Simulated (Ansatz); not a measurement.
The reference is Cs2AgBiBr6 (space group Fm-3m, No. 225; a = 11.4791 Å).

All numbers come from PBE (Ansatz, a quantum-chemistry and plane-wave program, PAW, no spin-orbit coupling).

Strains are applied to the cell and any free atomic positions relax.

One change was made to it. Results:

```json
[
 {"quantity": "energy relative to the base (free energy F)", "base": "0 meV/atom", "after": "+5.2 meV/atom"},
 {"quantity": "band gap", "base": "1.33 eV", "after": "1.25 eV"},
 {"quantity": "pressure", "base": "-0.01 GPa", "after": "1.05 GPa"}
]
```

Question: Which of these changes matches the shifts?
(A) isotropic strain −2.25 %
(B) isotropic strain −1.50 %
(C) isotropic strain −0.75 %
(D) isotropic strain −3.00 %

Answer: B, isotropic strain −1.50 %. For comparison, the energy relative to the base in the other runs: isotropic strain −2.25 % gives +12 meV/atom; isotropic strain −0.75 % gives +1.2 meV/atom; isotropic strain −3.00 % gives +22 meV/atom.

Spin-orbit coupling, missing from the scalar runs, can matter with Bi. Whether these cells are dynamically stable was not tested.
